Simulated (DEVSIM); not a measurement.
Device: abrupt InP p-n junction, at 300 K.

Layer 1 from the left is InP, thickness (μm) 1.80, Na (cm⁻³) 4.9e15, τn (s) 3e-9, τp (s) 3e-9. Layer 2 from the left is InP, thickness (μm) 37.0, Nd (cm⁻³) 1.2e14, τn (s) 3e-9, τp (s) 3e-9.

Left contact: ohmic. Right contact: ohmic. Voltage is applied to the left contact. Recombination: SRH at mid-gap. Mobility is μmin + (μ − μmin)/(1 + (N/Nref)^α).

The device is made up for the run: typed textbook-type constants, with dimensions and the other settings drawn at random. Values at 300 K.

InP: gap (eV) 1.344, affinity (eV) 4.38, permittivity 12.5, Nc (cm⁻³) 5.7e17, Nv (cm⁻³) 1.1e19, μn (cm²/Vs) 5200, μp (cm²/Vs) 170, μn,min 400, μp,min 10, Nref,n 3e17, Nref,p 4.9e17, αn 0.47, αp 0.62.

Task: Estimate by hand the built-in potential, the peak field at zero bias, the capacitance at -3 V, and compare with a numerical solution.

Result: 
- Built-in potential: ni = √(Nc Nv) exp(−Eg/2kT) = 1.29e7 cm⁻³ with Eg = 1.344 eV; Vbi = kT/q ln(Na Nd/ni²) = 0.926 V; numerical 0.926 V.
- Peak field at zero bias: depletion approximation: W = √(2εVbi/(qN)) = 3.30 μm with N = 1.17e14 cm⁻³; field = 2Vbi/W = 5600 V/cm; numerical 5970 V/cm (estimate below by 6.2 %).
- Capacitance at -3 V: C = √(qεN / 2(Vbi + |V|)) = 1.63 nF/cm²; numerical 1.64 nF/cm² (estimate below by 0.67 %).

DEVSIM, 1D drift-diffusion, Boltzmann statistics, complete ionisation; no tunnelling, impact ionisation, image-force lowering or self-heating.
